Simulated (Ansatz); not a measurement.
## SrMg in the CsCl type structure (space group Pm-3m, No. 221)

```
SrMg
1.0
    4.19708     0.00000     0.00000
    0.00000     4.19708     0.00000
    0.00000     0.00000     4.19708
Sr Mg
1 1
Direct
  0.50000   0.50000   0.50000
  0.00000   0.00000   0.00000
```

Computed with r2SCAN, PAW, 500 eV (Ansatz, a program for electronic structure; spin-orbit coupling left out). Γ-centred 11×11×11 mesh, Fermi–Dirac width 0.05 eV.

The volume per atom is 36.97 Å³ and the density is 2.51 g/cm³. The band gap is zero and the total energy is -2740.809 eV/atom (σ→0; compares only within this code and set-up).

Whether these cells are dynamically stable was not tested.
